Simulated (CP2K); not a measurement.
Worked example: self-consistent single point of a (001) slab of LuAu2 (cut from a parent of space group no. 139; 6 atoms in the cell) in CP2K.

Method of the run: CP2K with LDA (Pade form), GPW, DZVP-MOLOPT-SR-GTH basis, GTH-PADE potentials (GTH_POTENTIALS).

The change in words: vacuum of 6 angstrom (first run: 14 Å); SURFACE_DIPOLE_CORRECTION: default → T. Reference geometry:
```
CELL_PARAMETERS angstrom
      3.66316     0.00000     0.00000
      0.00000     3.66316     0.00000
      0.00000     0.00000    21.40292
ATOMIC_POSITIONS crystal
  Lu 0.00000 0.00000 0.60445
  Au 0.50000 0.50000 0.67294
  Au 0.00000 0.00000 0.32706
  Lu 0.50000 0.50000 0.39555
  Au 0.00000 0.00000 0.46404
  Au 0.50000 0.50000 0.53596
```

Reference input (self-consistent single point, DFT LDA (Pade form), GPW, DZVP-MOLOPT-SR-GTH basis, GTH-PADE potentials (GTH_POTENTIALS)): CUTOFF = 500 Ry; REL_CUTOFF = 50 Ry; SMEAR/METHOD = GAUSSIAN; SIGMA = 0.1 eV; KPOINTS/SCHEME = MONKHORST-PACK 4 4 1; GAMMA_CENTERED = T; XC_FUNCTIONAL = PADE; Lu/BASIS_SET = DZVP-MOLOPT-SR-GTH-q25; Lu/POTENTIAL = GTH-PADE-q25; Au/BASIS_SET = DZVP-MOLOPT-SR-GTH-q11; Au/POTENTIAL = GTH-PADE-q11; METHOD = GPW. This run's input differs from it in these lines:

```diff
@@ -12,2 +12,4 @@
     POTENTIAL_FILE_NAME GTH_POTENTIALS
+    SURFACE_DIPOLE_CORRECTION T
+    SURF_DIP_DIR Z
     &QS
@@ -67,3 +69,3 @@
       B 0.00000000 3.66316400 0.00000000
-      C 0.00000000 0.00000000 21.40291500
+      C 0.00000000 0.00000000 13.40292600
       PERIODIC XYZ
@@ -71,8 +73,8 @@
     &COORD
-      Lu       0.00000000     0.00000000    12.93690636
-      Au       1.83158200     1.83158200    14.40292043
-      Au       0.00000000     0.00000000     6.99999457
-      Lu       1.83158200     1.83158200     8.46600864
-      Au       0.00000000     0.00000000     9.93189429
-      Au       1.83158200     1.83158200    11.47102071
+      Lu       0.00000000     0.00000000     8.93691022
+      Au       1.83158200     1.83158200    10.40292227
+      Au       0.00000000     0.00000000     3.00000373
+      Lu       1.83158200     1.83158200     4.46601578
+      Au       0.00000000     0.00000000     5.93189379
+      Au       1.83158200     1.83158200     7.47103221
     &END COORD
```

The program printed (abridged):

```
 SCF WAVEFUNCTION OPTIMIZATION

  Step     Update method      Time    Convergence         Total energy    Change

 *******************************************************************************
 *   ___                                                                       *
 *  /   \                                                                      *
 * [ABORT]                                                                     *
 *  \___/       Dipole correction needs more vacuum space above the surface    *
 *    |                                                                        *
   [... lines left out ...]
 * / \                                                    surface_dipole.F:207 *
 *******************************************************************************

 ===== Routine Calling Stack =====

            9 calc_dipsurf_potential
            8 qs_ks_build_kohn_sham_matrix
            7 rebuild_ks_matrix
            6 qs_ks_update_qs_env
            5 scf_env_do_scf_inner_loop
            4 scf_env_do_scf
            3 qs_energies
            2 qs_forces
            1 CP2K
Abort(1) on node 0 (rank 0 in comm 0): application called MPI_Abort(MPI_COMM_WORLD, 1) - process 0
```

The program stopped with an error. 

The starting cell comes from a database of computed structures (which also holds hypothetical and non-ambient phases and stackings), without a prior relaxation at this level. The slab is cut from that crystal, and its faces are unrelaxed. Its lattice was rescaled by up to half a per cent. Values carry the incompleteness of an atom-centred basis.
